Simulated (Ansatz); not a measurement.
Given:

```yaml
crystal:
  lattice:
    - [0.00426, 1.89351, 1.88658]
    - [1.89351, 0.00426, 1.88658]
    - [1.89777, 1.89777, 0.00000]
  atoms:
    - { symbol: Rh, position: [0.00000, 0.00000, 0.00000] }
```

The numbers are results of PBEsol, rigid bands (plane waves, PAW, scalar-relativistic; Ansatz, a quantum-chemistry and plane-wave program), not measurements. Condition of this run: uniaxial stress along [110] of -2 GPa (compression positive) (the target of the relaxation). Cell: cell and atoms relaxed with PBEsol, then loaded as said.

Task: Predict the product ρ₀λ of resistivity and mean free path that follows from the Fermi surface's area.

Result: 3.3 ×10⁻¹⁶ Ω·m².

Task: And the Drude plasma energy and the root-mean-square Fermi velocity at 300 K?

Result: 10.2 eV; 6.6e5 m/s.

A metal at this level (no band gap); rigid bands, thermally averaged at 300 K, both spins. Spin-orbit coupling is left out. τ is one relaxation time for all states; the product of resistivity and mean free path takes one path for all states instead.
